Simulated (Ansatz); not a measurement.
Cost and result by functional for the surface energy of the (211) surface of beta tin in its 1x1 cell, outermost plane spacing 0.51 Å in the ideal cut, in Ansatz (plane waves, PAW). Single points on the PBE structure, on one kind of machine; costs are rough ratios of the slab run's core time (references not counted) to the cheapest single point. r2SCAN's cost holds its higher cutoff (500 against 420 eV). Differences are taken against r2SCAN for comparison alone: no measured value is at hand, so the table doesn't rank accuracy.

Model: 12-atom slab, 10.8 Å thick at the start, 9x6x1 mesh, Fermi-Dirac 0.1 eV, dipole correction, all atoms relaxed; symmetry of the start imposed; no spin, no spin-orbit, no U. These notes are the PBE run's.

```
functional                     relative cost  surface energy (J/m²)  less r2SCAN (J/m²)
-----------------------------  -------------  ---------------------  ------------------
LDA                                        1                   0.59                0.11
PBEsol                                     1                   0.53                0.06
RPBE                                       1                   0.29               -0.19
r2SCAN                                     2                   0.47                0.00
PBE (the relaxed run's value)              –                   0.39               -0.08
```

The values span 0.30 J/m², while the single points' costs differ by a factor of roughly 2. Differences are of unrounded values.

Ansatz is an electronic-structure program.
